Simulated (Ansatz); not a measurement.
Start from Cu in the fcc (Cu type) structure (space group Fm-3m, No. 225; a = 3.5768 Å; relaxed with 0.1 eV smearing). Axes: x, y, z lie along the cube axes.

Calculations: r2SCAN, PAW, 500 eV (Ansatz, a first-principles code; no spin-orbit coupling).

Strains are applied to the cell and any free atomic positions relax; under biaxial strain the out-of-plane vector relaxes too.

One change was made to it. Results:

```tsv
quantity	base	after
energy relative to the base (free energy F)	0 meV/atom	+2.6 meV/atom
pressure (mean of the normal stresses, compression positive)	0.0 GPa	1.7 GPa
```

Problem. Name the change that was made.
A) biaxial strain −2.50 %, plane normal [001], relaxed out of plane
B) biaxial strain −1.50 %, plane normal [001], relaxed out of plane
C) biaxial strain −1.00 %, plane normal [001], relaxed out of plane

Solution. B, biaxial strain −1.50 %, plane normal [001], relaxed out of plane. For comparison, the energy relative to the base in the other runs: biaxial strain −1.00 %, plane normal [001], relaxed out of plane gives +1.1 meV/atom; biaxial strain −2.50 %, plane normal [001], relaxed out of plane gives +7.6 meV/atom.

Stability against distortions was not tested. The final runs are not spin-polarised.
